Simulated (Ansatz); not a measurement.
## What Li interstitial (started 1.70 Å from the nearest host atom), symmetric start does to Pt

Consider a 27-atom supercell of Pt in the fcc (Cu type) structure (space group Fm-3m, No. 225; a = 3.918 Å) at its relaxed geometry.

Now apply this change: one Li atom is added in an open site, starting 1.70 Å from the nearest host atom, atoms relaxed at fixed cell.

All numbers come from PBEsol/PAW in Ansatz (a program for electronic structure), spin-orbit coupling left out. Settings: 5×5×5 k-points, 0.05 eV Fermi–Dirac smearing.

| quantity | base | changed | shift |
|---|---|---|---|
| pressure | 0.0 GPa | 10.7 GPa | +10.7 GPa |
| largest displacement of a host atom from its site in the perfect cell | – | 0.30 Å | – |
| final site of the added atom | – | 4 Pt at 2.00 Å (tetrahedral) | – |

The cell is small, so the values are those of an ordered compound at a high defect concentration; dilute-limit values will differ. The defect started on the symmetric site and kept its symmetry, so it may sit on a saddle. The final runs are not spin-polarised. The defect cell is not spin-polarised.
